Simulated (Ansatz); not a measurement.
# Worked example: self-consistent single point of NiSi2 (Fm-3m, 3 atoms in the cell) in Ansatz

Computed with PBE (plane waves, PAW; Ansatz, a program for electronic structure).

Input as run:

Ansatz 0.2 input:
```yaml
# NiSi2
crystal:
  lattice:
    - [0.000000, 2.696885, 2.696885]
    - [2.696885, 0.000000, 2.696885]
    - [2.696885, 2.696885, 0.000000]
  atoms:
    - { symbol: Si, position: [0.250000, 0.250000, 0.250000] }
    - { symbol: Si, position: [0.750000, 0.750000, 0.750000] }
    - { symbol: Ni, position: [0.000000, 0.000000, 0.000000] }
basis:
  ecutwfc: 420.0 eV
kpoints:
  mp_grid:
    grid: [11, 11, 11]
hamiltonian:
  xc: pbe
  pseudopotentials:
    kind: paw
scf:
  occupations:
    method: gaussian
    width: 0.1 eV
output:
  forces: true
  eigenvalues: true
  stress: true
```

Log, with long lists cut:

```
WARN ansatz: RAYON_NUM_THREADS=1 ignored (pool sized by the plan → 1); use --threads N
Pseudopotentials: kind: paw
Pseudopotential: Si, paw, valence charge 4
Pseudopotential: Ni, paw, valence charge 18
Crystal: 3 atoms, lattice volume = 39.230 Å³
Basis set: ecut = 420 eV, 749 PW (Γ), exchange–correlation on 54×54×54 points (8 copies of the dense FFT grid, shifted against one another)
Bands: 17, of which v1, the nominal top of the filled ones, is band 13 counted from 1 (12 counted from 0)
Symmetry: 48 space group operations
Space group: Fm-3m (ITA 225), of the structure as read, at distance tolerance 3.4e-5 Å
k-points: 56 of 1331
Initial density: superposition of atomic densities (neutral atoms: chi_scale 0, normalization atom), corrected by the library's trained network
Initial wavefunctions: pseudopotential atomic-orbital guess
Eigensolver: davidson
Functional: x = pbe(κ = 0.804, μ = 0.2195149727645171), c = pbe(β = 0.06672455060314922)
SCF iter   1: F=—  HF=-7112.393181 eV  |F-HF|=—  |Δ(HF+E_count)|=         —  Δρ=1.14e-2  dr2=3.66e-2  ethr=1.77e-3  ⟨swp⟩=5.0  Hψ=4844  notcnv=0
all-band conjugate gradients solve this SCF's bands
preconditioner: auto → Kerker (q_TF=auto, 2.548 Å⁻¹)
SCF iter   2: F=—  HF=-7112.390268 eV  |F-HF|=—  |Δ(HF+E_count)|=   2.91e-3  Δρ=3.48e-3  dr2=4.43e-3  ethr=1.41e-4  ⟨swp⟩=1.8  Hψ=1474  notcnv=0
SCF iter   3: F=—  HF=-7112.389828 eV  |F-HF|=—  |Δ(HF+E_count)|=   4.40e-4  Δρ=9.36e-4  dr2=4.17e-4  ethr=1.71e-5  ⟨swp⟩=1.0  Hψ=947  notcnv=0  defer=2
SCF iter   4: F=—  HF=-7112.389834 eV  |F-HF|=—  |Δ(HF+E_count)|=   5.97e-6  Δρ=2.90e-4  dr2=3.11e-5  ethr=1.60e-6  ⟨swp⟩=2.6  Hψ=1481  notcnv=0  defer=2
SCF iter   5: F=—  HF=-7112.389847 eV  |F-HF|=—  |Δ(HF+E_count)|=   1.33e-5  Δρ=8.26e-5  dr2=4.37e-6  ethr=1.20e-7  ⟨swp⟩=2.1  Hψ=1174  notcnv=0  defer=2
SCF iter   6: F=—  HF=-7112.389850 eV  |F-HF|=—  |Δ(HF+E_count)|=   2.69e-6  Δρ=2.13e-5  dr2=3.24e-7  ethr=1.68e-8  ⟨swp⟩=2.4  Hψ=1510  notcnv=0  defer=2
SCF iter   7: F=-7112.389850 eV  HF=-7112.389850 eV  |F-HF|=5.90e-8  |Δ(HF+E_count)|=   8.49e-8  Δρ=1.45e-5  dr2=7.92e-8  ethr=3.85e-10  ⟨swp⟩=6.0  Hψ=4611  notcnv=0
SCF 1 converged in 7 iterations: F = -7112.389850 eV  dr2 = 7.92e-8
SCF converged after 7 iterations
Free energy (F): -7112.389850 eV
Harris-Foulkes:  -7112.389850 eV  (|F-HF|=5.90e-8)
Internal energy: -7112.384559 eV  (E = F + TS)
E sigma→0 (E₀):  -7112.387204 eV
Entropy (-TS):   -0.005291 eV (-1.764 meV/atom)
Fermi energy:    13.423108 eV
--- Per-component energies (eV) ---
  E_band       = -341.939491
  E_kinetic    = 371.145060
  E_local      = -4896.754160  (includes V_loc(G=0)·N_el)
  E_nonlocal   = 679.328922
  E_hartree    = 2118.262908
  E_xc         = -199.635319
  E_vxc        = -208.974760  (∫ρ·V_xc dr)
  E_paw        = -2651.151867  (= ΣΔE_a)
  E_vpaw       = -523.185225  (= ΣTr[D̂ρ^β])
  E_aug_tail   = 0.000473  (compensation charges beyond the density's cutoff)
  E_ewald      = -2533.580576
  E_smearing   = -0.005291  (= −TS)
  E_closure    = 0.000000  (closes the sum)
  Σ components = -7112.389850   (vs F -7112.389850, Δ=0.00e0)
--- Forces (eV/Å), atoms counted from 1 ---
  atom   1  Si     0.00000000    -0.00000000     0.00000000
   [... zero for the other atoms too ...]
  max |Σ_I F_I| component: 4.63e-17 eV/Å
--- Stress (GPa, compression-positive) ---
        4.410420      -0.000000      -0.000000
       -0.000000       4.410420      -0.000000
       -0.000000       0.000000       4.410420
  P = ⅓ Tr σ = 4.4104 GPa (44.104 kbar)
  The stress holds the Pulay correction. Without it, at fixed plane waves, as pw.x and ABINIT print it: P = 4.3628 GPa
--- Band table (eV; the first three rows and the last of 56) ---
  k-point 0: bands = ["-91.2544", "-51.6510", "-51.6510", "-51.6510", "-0.5356", "8.1460", "8.1460", "8.1460", "9.8586", "9.8586", "13.1498", "15.1314", "15.1314", "15.1314", "15.6460", "15.6460", "15.6460"]
  k-point 1: bands = ["-91.2544", "-51.6511", "-51.6510", "-51.6510", "-0.4123", "7.8966", "8.1855", "8.1855", "9.8352", "9.8352", "12.9252", "14.0936", "14.5403", "14.5403", "16.2354", "16.2354", "17.0243"]
  k-point 2: bands = ["-91.2544", "-51.6513", "-51.6510", "-51.6510", "-0.0451", "7.2024", "8.2913", "8.2913", "9.7894", "9.7894", "11.7621", "13.8021", "13.8021", "14.1935", "16.2649", "16.2649", "17.2941"]
  k-point 55: bands = ["-91.2544", "-51.6517", "-51.6516", "-51.6513", "4.3052", "4.3537", "6.2624", "6.9282", "9.5574", "9.5923", "9.8692", "10.2424", "10.9613", "15.0555", "16.1283", "17.9664", "19.0463"]
```

The run converged in 7 iterations.

The starting cell has typed, rounded lattice constants, without a prior relaxation at this level. Its lattice was rescaled by up to half a per cent. Spin polarisation is off. With a pressure of about 4 GPa the cell is away from its equilibrium volume at this level. Ansatz's pressure includes its estimate of the finite-basis (Pulay) stress.
